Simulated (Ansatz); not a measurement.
SnO: response to strain

Start from SnO (space group P4/nmm, No. 129; a = 3.769 Å, c = 4.557 Å; layered, stacked along the Cartesian z axis; relaxed with 0.1 eV smearing). Axes: x, y, z lie along a, b, c of the conventional cell.

Strains are applied to the cell and any free atomic positions relax.

The values are results of PBEsol-D3(BJ)/PAW in Ansatz (a program for electronic structure), scalar-relativistic without spin-orbit coupling, not measurements.

Notes on the quantities. pressure: mean of the normal stresses, compression positive; energy relative to the base: free energy F.

| case | largest internal atomic displacement | shortest interatomic distance | pressure | energy relative to the base |
|---|---|---|---|---|
| base | – | 2.211 Å | 0.0 GPa | 0 meV/atom |
| uniaxial strain ε_zz = +0.60 % | – | 2.212 Å | -0.2 GPa | +0.1 meV/atom |
| uniaxial strain ε_zz = +1.20 % | 0.011 Å | 2.212 Å | -0.4 GPa | +0.4 meV/atom |
| uniaxial strain ε_zz = +1.80 % | 0.017 Å | 2.213 Å | -0.5 GPa | +1.0 meV/atom |
| uniaxial strain ε_zz = +2.40 % | 0.023 Å | 2.214 Å | -0.7 GPa | +1.6 meV/atom |
| uniaxial strain ε_zz = +3.00 % | 0.028 Å | 2.214 Å | -0.8 GPa | +2.5 meV/atom |

Stability against distortions was not tested. All final runs are without spin polarisation.
